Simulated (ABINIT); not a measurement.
Convergence study of the plane-wave cutoff for W (Im-3m, 1 atom in the cell)

```
CELL_PARAMETERS angstrom
     -1.57210     1.57210     1.57210
      1.57210    -1.57210     1.57210
      1.57210     1.57210    -1.57210
ATOMIC_POSITIONS crystal
  W  0.00000 0.00000 0.00000
```

Level of theory: PBE, PAW (JTH v2.0 PBE PAW) (plane waves; ABINIT 10.0.3).

Base settings: pseudos = [W.GGA_PBE-JTH.xml]; ecut = 40 Ry; pawecutdg = 80 Ry; pawxcdev = 0; ixc = 11; occopt = 3; tsmear = 0.00367493 Ha; ngkpt = 5 5 5; nshiftk = 1; shiftk = 0 0 0.

Moved along: pawecutdg.

The second cell is the first with its lattice scaled by 0.98.

The mesh stays at the base's, so the ladder's end is converged at best in this setting alone.

Only quantities that move along the ladder and can be compared are tabulated.

The count of work is k-points × plane waves × bands × iterations; it is no time. 

The starting cell has typed, rounded lattice constants, without a prior relaxation at this level. Its lattice was rescaled by up to half a per cent. Spin polarisation is off. In the base run, with a pressure of about 12 GPa the cell is away from its equilibrium volume at this level. Without a gap this mesh is coarse (it stands for a supercell whose shortest vector is 14 Å).

Steps (ecut): 14 Ry; 16 Ry; 18 Ry; 20 Ry; 22 Ry; 24 Ry; 28 Ry; 32 Ry; 36 Ry; 40 Ry; 44 Ry; 48 Ry; 54 Ry; 60 Ry; 70 Ry; 80 Ry; 96 Ry.

Question: What is the coarsest ecut that holds the pressure within 0.2 GPa of the last step, with all finer ones?

Answer: 54 Ry, at 0.40 of the last step's count of work; the step before is off by 0.39 GPa.

Question: What is the coarsest ecut that holds the energy of the compressed cell less the first within 2 meV/atom of the last step, with all finer ones?

Answer: 18 Ry, at 0.059 of the last step's count of work; the step before is off by 2.9 meV/atom.

Question: What is the state of the free energy at the end of the ladder?

Answer: Still drifting one way, by 2.0 meV/atom over the last two steps, so the last step is no safe reference.

| ecut | free energy less the last step's (meV/atom) | energy of the compressed cell less the first (meV/atom) | pressure (GPa) | count of work / last |
|---|---|---|---|---|
| 14 Ry | 935.49 | 132.69 | -13.51 | 0.041 |
| 16 Ry | 527.80 | 142.78 | -2.42 | 0.062 |
| 18 Ry | 335.21 | 139.88 | 5.06 | 0.059 |
| 20 Ry | 254.18 | 138.24 | 8.72 | 0.094 |
| 22 Ry | 209.98 | 138.52 | 9.25 | 0.083 |
| 24 Ry | 166.21 | 138.93 | 8.77 | 0.10 |
| 28 Ry | 82.71 | 138.29 | 9.82 | 0.13 |
| 32 Ry | 42.43 | 139.84 | 11.69 | 0.16 |
| 36 Ry | 32.97 | 140.17 | 12.49 | 0.27 |
| 40 Ry | 27.28 | 140.43 | 12.21 | 0.24 |
| 44 Ry | 17.48 | 140.36 | 11.99 | 0.23 |
| 48 Ry | 9.73 | 139.93 | 12.27 | 0.33 |
| 54 Ry | 6.62 | 139.97 | 12.68 | 0.40 |
| 60 Ry | 5.66 | 139.92 | 12.56 | 0.39 |
| 70 Ry | 2.02 | 139.85 | 12.56 | 0.72 |
| 80 Ry | 1.19 | 139.90 | 12.69 | 0.76 |
| 96 Ry | 0.00 | 139.90 | 12.65 | 1.0 |

At the lowest cutoff the pressure lies 26.2 GPa under the last step's, the usual sign of Pulay stress in an incomplete plane-wave basis.
